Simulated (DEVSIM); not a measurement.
System: illuminated GaAs p-on-n cell, one wavelength, at 400 K.

Layer 1 from the left is GaAs, thickness (μm) 0.700, Na (cm⁻³) 8.5e17, τn (s) 3.6e-11, τp (s) 2.7e-11, absorption coefficient (cm⁻¹) 8100. Layer 2 from the left is GaAs, thickness (μm) 0.860, Nd (cm⁻³) 2e16, τn (s) 1.8e-9, τp (s) 1.8e-9, absorption coefficient (cm⁻¹) 8100.

Left contact: ohmic, minority electron recombination velocity 4e6 cm/s. Right contact: ohmic, minority hole recombination velocity 1e5 cm/s. Voltage is applied to the left contact. Recombination: SRH at mid-gap, radiative, Auger. Light enters at the left, 9.4e16 photons cm⁻² s⁻¹, one pass, no reflection. Mobility is μmin + (μ − μmin)/(1 + (N/Nref)^α).

This is a model device: material constants are rounded textbook-type values typed into the input, and sizes, dopings and lifetimes were drawn at random. Values at 300 K; Nc and Nv go as T^1.5, mobilities as T to minus their exponent, the gap by Varshni's rule with the affinity fixed.

GaAs: gap (eV) 1.424, affinity (eV) 4.07, permittivity 12.9, Nc (cm⁻³) 4.7e17, Nv (cm⁻³) 9e18, μn (cm²/Vs) 8500, μp (cm²/Vs) 400, μn,min 500, μp,min 20, Nref,n 6e16, Nref,p 1.5e17, αn 0.39, αp 0.38, T exponent of μn 2.1, T exponent of μp 2.2, B (cm³/s) 2e-10, Cn (cm⁶/s) 1e-30, Cp (cm⁶/s) 1e-30, Varshni α (eV/K) 0.000541, Varshni β (K) 204.

Model (solved in DEVSIM): 1D drift-diffusion, Boltzmann statistics, complete ionisation; no tunnelling, impact ionisation, image-force lowering or self-heating.

Dark forward current:

```
|V| (V)  |J| (A/cm²)
-------  -----------
0.05        7.852e-7
0.10        2.322e-6
0.15        5.520e-6
0.20        1.232e-5
0.25        2.691e-5
0.30        5.838e-5
0.35       0.0001267
0.40       0.0002763
0.45       0.0006085
0.50        0.001364
0.55        0.003143
0.60        0.007571
0.65         0.01948
0.70         0.05465
0.75          0.1692
0.80          0.5749
0.85           2.100
0.90           8.010
0.95           30.70
1.00           112.5
1.05           381.8
1.10            1191
1.15            3305
```

Task: Work out the local ideality factor n = ΔV / (kT/q · ln(J2/J1)) between the rows 0.15 and 0.20 V, 0.90 and 0.95 V, 1.10 and 1.15 V.

Result: kT/q = 34.47 mV. From 0.15 to 0.20 V: ln(1.232e-5/5.520e-6) = 0.803, n = 1.81. From 0.90 to 0.95 V: ln(30.70/8.010) = 1.344, n = 1.08, near the 1 of diffusion or emission over a barrier. From 1.10 to 1.15 V: ln(3305/1191) = 1.021, n = 1.42; the layers' resistance at their doping, Σ W/(qμN) = 1.6e-5 Ω cm², would take 33 mV of this step of 50 mV.

Task: What current could the absorbed light give at most, and what share is collected?

Result: Σ αd = 1.26, so qΦ(1 − exp(−Σ αd)) = 10.8 mA/cm². The simulated short-circuit current is 6.290 mA/cm², a share of 0.58.

Task: Estimate the open-circuit voltage by superposition: the voltage at which the dark current equals that short-circuit current.

Result: Interpolating ln J in the table gives 0.589 V. The simulation gives 0.588 V, the same within the digits that matter. Superposition holds where collection doesn't change with voltage.

Task: Estimate the fill factor from FF0 = (v − ln(v + 0.72))/(v + 1), v = qVoc/(nkT), with n from the dark curve.

Result: The rows about Voc, 0.55 and 0.60 V, give n = 1.65, so v = 10.3 and FF0 = 0.700. The simulation gives 0.673; the estimate lies 4.0 % above.
